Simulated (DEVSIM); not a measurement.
System: Schottky contact on n-type ZnO, at 250 K.

Layer 1 from the left is ZnO, thickness (μm) 0.390, Nd (cm⁻³) 7.3e16, τn (s) 8.2e-8, τp (s) 8.2e-8.

Left contact: Schottky, work function 5.99 eV, emission velocity 2e6 cm/s. Right contact: ohmic. Voltage is applied to the left contact. Recombination: SRH at mid-gap, Auger. Mobility is μmin + (μ − μmin)/(1 + (N/Nref)^α).

Constants are typed, rounded textbook-type inputs, not results; the design itself was drawn at random and stands for no fabricated device. Values at 300 K; Nc and Nv go as T^1.5, mobilities as T to minus their exponent, the gap by Varshni's rule with the affinity fixed.

ZnO: gap (eV) 3.37, affinity (eV) 4.5, permittivity 8.7, Nc (cm⁻³) 3.7e18, Nv (cm⁻³) 1.8e19, μn (cm²/Vs) 200, μp (cm²/Vs) 20, μn,min 20, μp,min 2, Nref,n 1e18, Nref,p 1e18, αn 0.6, αp 0.6, T exponent of μn 1.5, T exponent of μp 1.5, Cn (cm⁶/s) 1e-31, Cp (cm⁶/s) 1e-31, Varshni α (eV/K) 0.00055, Varshni β (K) 900.

Model (solved in DEVSIM): 1D drift-diffusion, Boltzmann statistics, complete ionisation; no tunnelling, impact ionisation, image-force lowering or self-heating. Metal contacts follow the ideal Schottky-Mott rule: no Fermi-level pinning, no interface dipoles.

Dark forward current:

```csv
|V| (V),|J| (A/cm²)
0.60,9.740e-13
0.65,9.901e-12
0.70,1.006e-10
0.75,1.022e-9
0.80,1.039e-8
0.85,1.055e-7
0.90,1.070e-6
0.95,1.086e-5
1.00,0.0001100
1.05,0.001114
1.10,0.01126
1.15,0.1135
1.20,1.139
1.25,11.27
1.30,103.6
1.35,672.7
1.40,2229
```

**Question.** Work out the local ideality factor n = ΔV / (kT/q · ln(J2/J1)) between the rows 0.60 and 0.65 V, 0.75 and 0.80 V, 1.35 and 1.40 V.

**Answer.** kT/q = 21.54 mV. From 0.60 to 0.65 V: ln(9.901e-12/9.740e-13) = 2.319, n = 1.00, near the 1 of diffusion or emission over a barrier. From 0.75 to 0.80 V: ln(1.039e-8/1.022e-9) = 2.319, n = 1.00, near the 1 of diffusion or emission over a barrier. From 1.35 to 1.40 V: ln(2229/672.7) = 1.198, n = 1.94; the layers' resistance at their doping, Σ W/(qμN) = 1.5e-5 Ω cm², would take 23 mV of this step of 50 mV.

**Question.** Estimate the current at 0.95 V for emission alone, J0 = q v N_band exp(−φB/kT), and read the barrier back from the simulated current.

**Answer.** φB = 1.490 eV, N_band = 2.81e18 cm⁻³, J0 = 8.19e-25 A/cm²; J = J0 (exp(qV/kT) − 1) = 1.17e-5 A/cm². The simulation gives 1.09e-5 A/cm²; the estimate lies 7.6 % above. Read backwards, the simulated current gives an apparent barrier of 1.492 eV. The estimate leaves out transport through the depletion region and minority injection.
